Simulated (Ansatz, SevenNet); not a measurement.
**How well does each level of theory give the formation enthalpy of TiAl3 (I4/mmm, No. 139)?**

Reference value: -0.379 ± 0.01 eV/atom (measured, 298 K, copied from a table, unchecked, not corrected to a static lattice; as tabulated in Wang et al. (2021), doi:10.1038/s41598-021-94550-5).

### Question
What do SevenNet-l3i5, LDA, PBE, rVV10, r²SCAN-D4, r²SCAN+rVV10, HSE06 give, and how far is each from the reference?

### Answer

```csv
level (code),value (eV/atom),difference (eV/atom)
SevenNet-l3i5,-0.433,-0.054
LDA (Ansatz),-0.419,-0.040
PBE (Ansatz),-0.398,-0.019
rVV10 (Ansatz),-0.398,-0.019
r²SCAN-D4 (Ansatz),-0.439,-0.060
r²SCAN+rVV10 (Ansatz),-0.436,-0.057
HSE06 (Ansatz),-0.443,-0.064
```

Any of these levels can be the nearest once the reference is moved by up to 0.100 eV/atom (a margin picked here for doubts on the reference and the settings, and for temperature and zero-point motion) and values within 0.010 eV/atom count as equal.

The reference isn't brought to a static lattice, while the calculations are for one, so the differences are not the levels' errors alone.  HSE06: the run has no spin polarisation, so it can have missed a magnetic state. Each level is taken at its own relaxed cell. Cutoffs and k meshes differ between the levels. Ansatz's density-functional and Hartree–Fock values are scalar-relativistic unless marked +SOC, with PAW data made under PBE.

Machine-learned potentials (SevenNet-l3i5) are trained on DFT data: a solid inside that data is no test of them.

Differences are worked out from the printed values.

Ansatz is an electronic-structure program.
